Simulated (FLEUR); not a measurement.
Worked example: self-consistent single point of Na₃Cd (Fm-3m, 4 atoms in the cell) in FLEUR.

Computed with PBEsol, all-electron FLAPW (FLEUR), scalar-relativistic valence.

```
CELL_PARAMETERS angstrom
      0.00000     3.87624     3.87624
      3.87624     0.00000     3.87624
      3.87624     3.87624     0.00000
ATOMIC_POSITIONS crystal
  Na 0.25000 0.25000 0.25000
  Na 0.75000 0.75000 0.75000
  Na 0.50000 0.50000 0.50000
  Cd 0.00000 0.00000 0.00000
```

Reference input (self-consistent single point, DFT, LDA (Vosko-Wilk-Nusair), all-electron FLAPW (FLEUR), scalar-relativistic valence): Kmax = 3.8 1/bohr; GmaxXC = 13.3 1/bohr; xcFunctional = vwn; jspins = 1; l_soc = F; mode = hist; fermiSmearingEnergy = 0.00367493 Htr; mesh (inpgen div1-3) = 10 10 10; inpgen gamma flag = true; Gmax = 13.3 1/bohr; numbands = 0; maxIterBroyd = 15. This run's input differs from it in these lines:

```diff
@@ -16,3 +16,3 @@
 &comp jspins=1 /
-&exco xctyp='vwn' /
+&exco xctyp='PBEs' /
 &kpt div1=10 div2=10 div3=10 gamma=t /
@@ -29,3 +29,3 @@
       <coreElectrons ctail="T" frcor="F" kcrel="0" coretail_lmax="0"/>
-      <xcFunctional name="vwn" relativisticCorrections="F"/>
+      <xcFunctional name="PBEs" relativisticCorrections="F"/>
       <magnetism jspins="1"/>
```

The program printed (abridged):

```
 Iteration:     1   Distance:       2.46203788 me/bohr^3
 Iteration:     2   Distance:       2.20997049 me/bohr^3
 Iteration:     3   Distance:       1.09143836 me/bohr^3
 Iteration:     4   Distance:       0.23817799 me/bohr^3
 Iteration:     5   Distance:       0.15250506 me/bohr^3
   [... 6 lines left out ...]
 Iteration:    12   Distance:       0.00009070 me/bohr^3
 Iteration:    13   Distance:       0.00006513 me/bohr^3
 Iteration:    14   Distance:       0.00001552 me/bohr^3
 Iteration:    15   Distance:       0.00000104 me/bohr^3
 Run finished successfully
 Stop message:
   Structural relaxation: Done

[file out, last iteration]
             iter=     16
[...]
          total density-effective poten   -9.9678126464E+03
          total charge density-energy d   -1.9398280986E+02
 Updated energy parameters for spin:           1
[...]
 fermi energy and band-weighting factors:
    0.271949    0.282376    0.404606

[...]
FERMIE:
          first approx. to ef    (T=0)  :   0.066580 htr   (energy of the highest occ. eigenvalue)
          number of occ. states  (T=0)  :       1050
          first approx. to seigv (T=0)  : -42.414428 htr
          sum of weights of occ. states :  22.511000
          sum of semicore charge        :   0.000000 e
FERHIS:  Fermi-Energy by histogram:
          bandgap                     :   0.000367 htr
   [... lines left out ...]
          charge neutrality (T=0)     :   0.022000    (zero if the highest occ. eigenvalue is "entirely" occupied)
     EF_NEWTON:  Adjust Fermi-Energy by Newton-Method.
 Direct bandgap for spin            1 :    1.8336950335945623E-002  Htr
 ---->    free energy=                     -6079.5800459658 htr
   [... lines left out ...]
 TOTAL FORCE FOR ATOM TYPE=  1  X=  3.663   Y=  3.663   Z=  3.663
                       FX_TOT= 0.000000 FY_TOT= 0.000000 FZ_TOT= 0.000000
 TOTAL FORCE FOR ATOM TYPE=  2  X=  7.325   Y=  7.325   Z=  7.325
                       FX_TOT= 0.000000 FY_TOT= 0.000000 FZ_TOT= 0.000000
 TOTAL FORCE FOR ATOM TYPE=  3  X=  0.000   Y=  0.000   Z=  0.000
                       FX_TOT= 0.000000 FY_TOT= 0.000000 FZ_TOT= 0.000000
 Structural relaxation: Done
```

The run converged in 15 iterations. FLEUR gives forces in its relaxation mode, with a further iteration, so its stop message speaks of a relaxation. 

The starting cell comes from a database of computed structures (which also holds hypothetical and non-ambient phases and stackings), without a prior relaxation at this level. Values depend on the basis (sphere radii, cutoffs, local orbitals), which need not be converged. The log's line on a gap gives a spacing of levels on this mesh, which the program prints for metals too.

These are the values that this program gave, and no reference: the default basis lacks the next d shell.

Cost on one core of a shared machine: roughly 3 min.
